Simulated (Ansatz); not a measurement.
Start from SiC in the zinc blende structure (space group F-43m, No. 216; a = 4.329 Å).

Method: Ansatz (an electronic-structure program), LDA, PAW, cutoff 420 eV, without spin-orbit coupling.

Base values:

```
Property                                  Value
-------------------  --------------------------
Smallest direct gap                     4.53 eV
Band gap                                1.30 eV
Pressure                               0.00 GPa
Hole mass            0.39, 0.59, 0.59 mₑ (at Γ)
```

One thing is altered: an isotropic linear strain of +1.50 %, atoms relaxed at fixed cell.

**Question.** Predict the new smallest direct gap, band gap, pressure and hole mass.

**Answer.** The smallest direct gap decreases by 0.05 eV to 4.48 eV; the band gap increases by 0.04 eV, from 1.30 eV to 1.34 eV; the pressure goes from zero to -9.40 GPa; the hole mass (degenerate bands, along [100]) changes from 0.39, 0.59, 0.59 mₑ (at Γ) to 0.37, 0.59, 0.59 mₑ (at Γ).

Effective masses come from finite differences of ±0.01 Å⁻¹. Whether these cells are dynamically stable was not tested.
